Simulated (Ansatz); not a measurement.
AlN (model structure, started from the HgO type, Fm-3m, No. 225, 6 atoms in the cell; like a known high-pressure phase) was calculated with LDA (Ansatz, a program for electronic structure, plane waves, PAW).

Numerical settings: plane-wave cutoff 520 eV, 12×12×6 k mesh (along the axes of the cell as run), Fermi–Dirac smearing 0.01 eV, scalar-relativistic PAW data made under PBE.

Cell (relaxed with PBE-D3(BJ)):

AlN has the cubic space group Fm-3m (No. 225), the rock salt structure, Pearson symbol cF8. Cell: a = b = c = 4.035 Å, α = β = γ = 90.00°. Al on 4b sees 6 N at 2.018 Å (octahedral). N on 4a sees 6 Al at 2.018 Å (octahedral). (Neighbours: up to the widest gap in distance over summed covalent radii, below 1.35, at either atom; cation-cation and far metal-metal contacts left out.)
(The calculation used a cell of 6 atoms; values per cell refer to that cell.)

Question: Estimate the band gap and smallest direct gap on the k points sampled that the calculation returns.

Answer: 
* **band gap**: 4.53 eV (indirect)
* **smallest direct gap on the k points sampled**: 5.84 eV

Note: cell and atoms aren't relaxed at this level (pressure -4.8 GPa).

Computed values are for the static lattice.

A model structure was made by putting elements into a prototype or built by hand; it is no filed structure, need not be a known phase, and can be a saddle point held by its symmetry.
